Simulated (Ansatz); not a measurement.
Results of PBE (Ansatz, a program for electronic structure, PAW) for WAg (model structure, Fm-3m, No. 225, 2 atoms in the cell).

Run with plane-wave cutoff 520 eV, 18×18×18 k mesh, Fermi–Dirac smearing 0.05 eV, no spin polarisation, scalar-relativistic PAW data made under PBE.

Cell (relaxed at this level):

```cif
data_AgW
_chemical_formula_sum 'Ag1 W1'
_space_group_name_H-M_alt 'P 1'
_space_group_IT_number 1
_cell_length_a 3.77499
_cell_length_b 3.77499
_cell_length_c 3.77499
_cell_angle_alpha 60.000
_cell_angle_beta 60.000
_cell_angle_gamma 60.000
loop_
_space_group_symop_operation_xyz
  'x, y, z'
loop_
_atom_site_label
_atom_site_type_symbol
_atom_site_fract_x
_atom_site_fract_y
_atom_site_fract_z
_atom_site_occupancy
Ag1 Ag 0.00000 0.00000 0.00000 1
W1 W 0.50000 0.50000 0.50000 1
```

**Question.** Predict the bulk modulus.

**Answer.** 
- bulk modulus = 153 GPa

Note: the run has no spin polarisation, so it can have missed a magnetic state; the bulk modulus is −V dP/dV from two relaxed cells at ±2 % in volume; the relaxation could raise the start's symmetry but not lower it, so the cell can be a saddle point.

Spin–orbit coupling is not included.

The computed numbers hold no vibrational or temperature effects.

Cost on a shared machine: about 50 core-seconds (a rough figure).

A model structure was made by putting elements into a prototype or built by hand; it is no filed structure, need not be a known phase, and can be a saddle point held by its symmetry.
